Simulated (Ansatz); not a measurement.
# Pressure series in Ga2O3

Base system: Ga₂O₃ in the corundum structure (space group R-3c, No. 167; a = 4.985 Å, c = 13.442 Å (hexagonal axes)).

Cell and atoms are relaxed at each pressure.

Calculations: r2SCAN (Ansatz, a first-principles code), no spin-orbit coupling.

```json
[
 {"pressure (GPa)": "-2", "volume per atom (Å³/atom)": "9.725"},
 {"pressure (GPa)": "0", "volume per atom (Å³/atom)": "9.641"},
 {"pressure (GPa)": "3", "volume per atom (Å³/atom)": "?"},
 {"pressure (GPa)": "7", "volume per atom (Å³/atom)": "9.373"},
 {"pressure (GPa)": "15", "volume per atom (Å³/atom)": "9.110"},
 {"pressure (GPa)": "30", "volume per atom (Å³/atom)": "8.700"},
 {"pressure (GPa)": "50", "volume per atom (Å³/atom)": "8.269"},
 {"pressure (GPa)": "75", "volume per atom (Å³/atom)": "7.844"},
 {"pressure (GPa)": "100", "volume per atom (Å³/atom)": "7.500"}
]
```

Task: Fit the third-order Birch–Murnaghan form P(V) = (3B₀/2)[(V₀/V)^(7/3) − (V₀/V)^(5/3)]·[1 + (3/4)(B₀′ − 4)((V₀/V)^(2/3) − 1)] (squares taken in P) to the rows shown and predict the withheld row.

Result: Least squares on the printed values gives V₀ = 9.639 Å³/atom, B₀ = 237 GPa, B₀′ = 4.1; this predicts 9.521 Å³/atom, and the run gives 9.521 Å³/atom, in agreement.

Load acts through the strain it causes; cell and atoms are relaxed under it. Stability against distortions was not tested. Competing high-pressure phases were not computed.
